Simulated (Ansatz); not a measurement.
Functionals compared on the (31-41) surface of hcp Zn in its 1x1 cell, outermost plane spacing 0.10 Å in the ideal cut, in Ansatz (plane waves, PAW). The structure was relaxed with PBE; the other rows are single points on it, each with its references at the same level. Cutoff 420 eV (500 eV for r2SCAN).

Slab: 34 atoms, 10.2 Å thick at the start (thin: gaps and levels are the slab's own); k 7x5x1, smearing 0.1 eV, dipole-corrected; all atoms relaxed; symmetry of the start imposed; no spin, no spin-orbit, no U. These notes are the PBE run's.

```tsv
functional	surface energy (J/m²)	work function of the top face (eV)	rough cost of the single point
PBE	0.70	4.17	–
LDA	1.03	4.48	very roughly 24 core-minutes
PBEsol	0.94	4.27	about 26 core-minutes (a rough figure)
RPBE	?	?	roughly 27 core-minutes
r2SCAN	0.88	4.28	about 50 core-minutes (a rough figure)
```

### Question
Some entries are withheld; supply them.

### Answer

- RPBE, surface energy (J/m²): 0.54
- RPBE, work function of the top face (eV): 4.04

Ansatz is a first-principles code.
